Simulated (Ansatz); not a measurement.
Start from SrHfO3 in the cubic perovskite structure (space group Pm-3m, No. 221; a = 4.106 Å).

Now apply this change: a hydrostatic pressure of 0.7 GPa.

Levels (all Ansatz, a program for electronic structure, PAW, earlier PAW set): PBEsol (420 eV, spin-orbit coupling left out); HSE06 (420 eV, without spin-orbit coupling); PBEsol+SOC (600 eV, noncollinear with spin-orbit coupling).

One geometry, relaxed with PBEsol, under each level:

Notes on the quantities. electron mass: degenerate bands, along [100]; hole mass: degenerate bands, along [100].

```json
[
 {"level": "PBEsol", "band gap": "3.73 eV", "lowest conduction level above the VBM at special points": "Γ 3.73 eV; X 4.31 eV; R 6.22 eV", "electron mass": "–", "hole mass": "–"},
 {"level": "HSE06", "band gap": "5.39 eV", "lowest conduction level above the VBM at special points": "Γ 5.39 eV; X 6.02 eV; R 7.94 eV", "electron mass": "–", "hole mass": "–"},
 {"level": "PBEsol+SOC", "band gap": "3.65 eV", "lowest conduction level above the VBM at special points": "Γ 3.65 eV; X 4.30 eV; R 6.17 eV; M 6.46 eV", "electron mass": "0.33, 0.75 mₑ (at Γ)", "hole mass": "0.88, 2.3 mₑ (at R)"}
]
```

Single points use the geometry relaxed with PBEsol. Their cutoffs differ, which shifts pressures a little. The hybrid gap comes from the SCF mesh plus the semilocal run's edge points and a few special points and is an upper bound. The spin-orbit shifts are approximate. With Hf present, leaving out spin-orbit coupling can change the band edges. Load acts through the strain it causes; cell and atoms are relaxed under it. Masses are band curvatures over ±0.01 Å⁻¹ around the edge. Whether these cells are dynamically stable was not tested. Many cubic perovskites are stable only at high temperature; tilts and polar distortions were not tested.
